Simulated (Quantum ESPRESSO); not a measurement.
A self-consistent single point of GeTePb2Se2 (P3m1, 6 atoms in the cell) with Quantum ESPRESSO.

Level of theory: PBEsol, GBRV 1.5 ultrasoft (PBESOL) pseudopotentials (plane waves; Quantum ESPRESSO).

```
GeTe(PbSe)2
1.0
    4.22548     0.00000     0.00000
   -2.11274     3.65937     0.00000
    0.00000     0.00000    10.59557
Ge Te Pb Se
1 1 2 2
Direct
  0.00000   0.00000   0.00620
  0.66667   0.33333   0.86465
  0.66667   0.33333   0.31332
  0.33333   0.66667   0.65422
  0.33333   0.66667   0.16037
  0.00000   0.00000   0.50123
```

Reference input (self-consistent single point, DFT, PBEsol, plane waves, GBRV 1.5 ultrasoft (PBESOL) pseudopotentials): ecutwfc = 50 Ry; ecutrho = 250 Ry; occupations = smearing; smearing = gaussian; degauss = 0.00147 Ry; K_POINTS = automatic 6 6 2 0 0 0; conv_thr = 1e-09 Ry. This run's input differs from it in these lines:

```diff
@@ -12,4 +12,4 @@
   ntyp = 4
-  ecutwfc = 50
-  ecutrho = 250
+  ecutwfc = 65
+  ecutrho = 325
   occupations = 'smearing'
```

The program printed (abridged):

```
     Self-consistent Calculation

     iteration #  1     ecut=    65.00 Ry     beta= 0.70

     Threshold (ethr) on eigenvalues was too large:
     Diagonalizing with lowered threshold

     negative rho (up, down):  2.908E-02 0.000E+00

     total energy              =    -654.11633506 Ry
     estimated scf accuracy    <       0.13172972 Ry

     iteration #  2     ecut=    65.00 Ry     beta= 0.70

     negative rho (up, down):  2.964E-02 0.000E+00

     total energy              =    -654.08071070 Ry
     estimated scf accuracy    <       0.38331197 Ry

     iteration #  3     ecut=    65.00 Ry     beta= 0.70

     negative rho (up, down):  2.986E-02 0.000E+00

     total energy              =    -654.13917244 Ry
     estimated scf accuracy    <       0.29908143 Ry

   [... 8 blocks of this kind left out ...]

     iteration # 12     ecut=    65.00 Ry     beta= 0.70

     negative rho (up, down):  3.007E-02 0.000E+00

     total energy              =    -654.17359310 Ry
     estimated scf accuracy    <          6.6E-09 Ry

     iteration # 13     ecut=    65.00 Ry     beta= 0.70

     negative rho (up, down):  3.008E-02 0.000E+00
     End of self-consistent calculation

     the Fermi energy is     8.2923 ev

!    total energy              =    -654.17359310 Ry
     estimated scf accuracy    <          1.5E-10 Ry
     smearing contrib. (-TS)   =      -0.00000000 Ry
     internal energy E=F+TS    =    -654.17359310 Ry

     convergence has been achieved in  13 iterations

     negative rho (up, down):  3.008E-02 0.000E+00

     Forces acting on atoms (cartesian axes, Ry/au):

     atom    1 type  1   force =     0.00000000    0.00000000    0.00229049
     atom    2 type  2   force =     0.00000000   -0.00000000   -0.00357285
     atom    3 type  3   force =     0.00000000    0.00000000    0.00209544
     atom    4 type  3   force =     0.00000000    0.00000000    0.00162721
     atom    5 type  4   force =     0.00000000    0.00000000   -0.00124809
   [... lines left out ...]
     Total force =     0.005294     Total SCF correction =     0.000039
   [... lines left out ...]

     negative rho (up, down):  3.008E-02 0.000E+00
          total   stress  (Ry/bohr**3)                   (kbar)     P=        8.19
   0.00005729   0.00000000   0.00000000            8.43        0.00        0.00
   0.00000000   0.00005729   0.00000000            0.00        8.43        0.00
   0.00000000   0.00000000   0.00005249            0.00        0.00        7.72

   JOB DONE.
```

The run converged in 13 iterations. Against the reference run the free energy goes down by 1.3 meV/atom, the pressure moves little (0.83 to 0.82 GPa), the largest force stays at 0.092 eV/Å and the gap on the mesh stays at 0.350 eV.

The starting cell comes from a database of computed structures (which also holds hypothetical and non-ambient phases and stackings), without a prior relaxation at this level. Its lattice was rescaled by a random factor within 2.5 % of one. Spin-orbit coupling is off.

Cost on one core of a shared machine: roughly 2 min.
